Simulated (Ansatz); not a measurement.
# How a calculation on BaSrSi4 (C222_1, 12 atoms in the cell) responds to its settings

```xyz
12
Lattice="4.6844 -4.7378 0.0000 4.6844 4.7378 0.0000 0.0000 0.0000 6.6707" Properties=species:S:1:pos:R:3 pbc="T T T"
Ba     4.6844     3.5487     5.0030
Ba     4.6844    -3.5487     1.6677
Sr     3.5184     0.0000     0.0000
Sr     5.8503     0.0000     3.3354
Si     2.8028    -1.1645     3.0225
Si     6.5660     1.1645     6.3579
Si     2.8028     1.1645     3.6482
Si     6.5660    -1.1645     0.3129
Si     3.4917     2.7506     1.9404
Si     5.8770    -2.7506     5.2757
Si     3.4917    -2.7506     4.7303
Si     5.8770     2.7506     1.3950
```

Base run A: PBEsol, default PAW files made with PBE (Ansatz, a program for electronic structure), self-consistent single point.

Its settings: basis.ecutwfc = 420 eV; kpoints.mp_grid.grid = 4 4 4; hamiltonian.xc = pbesol; hamiltonian.pseudopotentials = {kind: paw} (the program's default PAW files); scf.occupations.method = cold; scf.occupations.width = 0.1 eV.

The starting cell comes from a database of computed structures (which also holds hypothetical and non-ambient phases and stackings), without a prior relaxation at this level. Ansatz's pressure includes its estimate of the finite-basis (Pulay) stress.

Runs:
- B: hamiltonian.xc: pbesol → lda [LDA (PW92)]
- C: hamiltonian.xc: pbesol → blyp [BLYP]
- D: basis.ecutwfc: 420 eV → 500 eV; hamiltonian.xc: pbesol → r2scan [r2SCAN]

```
run  pressure (GPa)  largest force (eV/Å)
---  --------------  --------------------
A             -2.25                 0.065
B             -3.65                 0.060
C              2.78                 0.068
D             -0.64                 0.069
```

Run C against A: The pressure goes from -2.25 to 2.78 GPa and the largest force hardly changes (0.065 to 0.068 eV/Å).

Run D against A: The pressure goes from -2.25 to -0.64 GPa and the largest force goes from 0.065 to 0.069 eV/Å.

Left out of this page: 2 runs of the series held back from this collection.

Keys are those of Ansatz 0.2.
